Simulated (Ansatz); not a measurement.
The reference is CdSe in the wurtzite structure (space group P6_3mc, No. 186; a = 4.2475 Å, c = 6.9410 Å). Axes: x lies along a and z along c of the hexagonal cell.

Computed with LDA/PAW in Ansatz (a quantum-chemistry and plane-wave program), no SOC.

Before the change:

The band gap is 0.46 eV and the valence-band top at Γ is 0.00, 0.00, -0.07 eV. The pressure is 0.00 GPa. The gap character is direct at Γ.

The change: tensile biaxial strain of 0.60 % in the plane normal to [001], as in epitaxy on a mismatched substrate; the out-of-plane cell vector and the atoms relax.

**Question.** Estimate the effect on the band gap, out-of-plane strain, valence-band top at Γ, pressure and gap character.

**Answer.** The band gap stays essentially unchanged (0.46 eV against 0.47 eV); the out-of-plane strain is -0.55 %; the valence-band top at Γ (three highest levels, from the VBM) goes from 0.00, 0.00, -0.07 eV to 0.00, 0.00, -0.02 eV; the pressure (mean of the normal stresses, compression positive) goes from zero to -0.36 GPa; the gap character is still direct at Γ.

No phonon test of stability was made.
